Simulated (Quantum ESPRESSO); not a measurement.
Short convergence ladders for CuAu (P4/mmm, 2 atoms in the cell)

```xyz
2
Lattice="2.8140 0.0000 0.0000 0.0000 2.8140 0.0000 0.0000 0.0000 3.6883" Properties=species:S:1:pos:R:3 pbc="T T T"
Cu     0.0000     0.0000     0.0000
Au     1.4070     1.4070     1.8442
```

Base method: PBEsol, PSlibrary ultrasoft (PBE) pseudopotentials (plane waves; Quantum ESPRESSO).

Base settings: ecutwfc = 50 Ry; ecutrho = 450 Ry; occupations = smearing; smearing = fermi-dirac; degauss = 0.0073499 Ry; input_dft = pbesol; potentials = {Cu: Cu.pbe-dn-rrkjus_psl.1.0.0.UPF, Au: Au.pbe-n-rrkjus_psl.1.0.0.UPF}; K_POINTS = automatic 6 6 5 0 0 0; conv_thr = 1e-09 Ry.

**Zone-centre phonons against the cutoff**

In this ladder: ph.x.tr2_ph = 1e-14; ph.x.fildyn = dyn.G; dynmat.x.fildyn = dyn.G; dynmat.x.asr = simple. Moved along: ecutrho.

The mesh stays at the base's, so the ladder's end is converged at best in this setting alone.

Frequencies are those of the unrelaxed cell, without the LO-TO term of polar crystals.

Only quantities that move along the ladder and can be compared are tabulated.

| ecutwfc | highest zone-centre frequency (cm⁻¹) |
|---|---|
| 25 Ry | 214.3 |
| 30 Ry | 190.3 |
| 35 Ry | 190.6 |
| 42 Ry | 190.6 |
| 50 Ry | 190.9 |
| 60 Ry | 191.0 |
| 75 Ry | 191.0 |

Coarsest ecutwfc that holds the highest zone-centre frequency within 5 cm⁻¹ of the last step, with all finer ones: 30 Ry; the step before is off by 23 cm⁻¹.

**Zone-centre phonons against the mesh**

In this ladder: ph.x.tr2_ph = 1e-14; ph.x.fildyn = dyn.G; dynmat.x.fildyn = dyn.G; dynmat.x.asr = simple.

Frequencies are those of the unrelaxed cell, without the LO-TO term of polar crystals.

Only quantities that move along the ladder and can be compared are tabulated.

```tsv
K_POINTS	highest zone-centre frequency (cm⁻¹)
automatic 3 3 3 0 0 0	193.7
automatic 4 4 3 0 0 0	192.7
automatic 5 5 4 0 0 0	188.8
automatic 7 7 6 0 0 0	189.7
automatic 11 11 9 0 0 0	192.1
automatic 17 17 13 0 0 0	191.4
```

Coarsest K_POINTS that holds the highest zone-centre frequency within 2 cm⁻¹ of the last step, with all finer ones: automatic 7 7 6 0 0 0; the step before is off by 2.6 cm⁻¹.

On the base run: the starting cell has typed, rounded lattice constants, without a prior relaxation at this level. Its lattice was rescaled by up to half a per cent. Spin polarisation is off. In the base run, with a pressure of about -4 GPa the cell is away from its equilibrium volume at this level. Without a gap this mesh is coarse (it stands for a supercell whose shortest vector is 17 Å).
